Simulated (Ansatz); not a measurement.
## Zr₂C (model structure, started from the Cu2Sb type, P4/nmm, No. 129, 6 atoms in the cell): c axis length by level of theory

No measured value is used here.

| level (code) | value (Å) |
|---|---|
| LDA (Ansatz) | 6.861 |
| PBE (Ansatz) | 6.964 |
| PBEsol (Ansatz) | 6.903 |
| r²SCAN (Ansatz) | … |

Task: Complete the blanks.

Result: 
- r²SCAN (Ansatz, a program for electronic structure), value (Å): 6.977

Cutoffs differ between the levels. Ansatz's density-functional and Hartree–Fock values are scalar-relativistic unless marked +SOC, with PAW data made under PBE.

A model structure was made by putting elements into a prototype or built by hand; it is no filed structure, need not be a known phase, and can be a saddle point held by its symmetry.
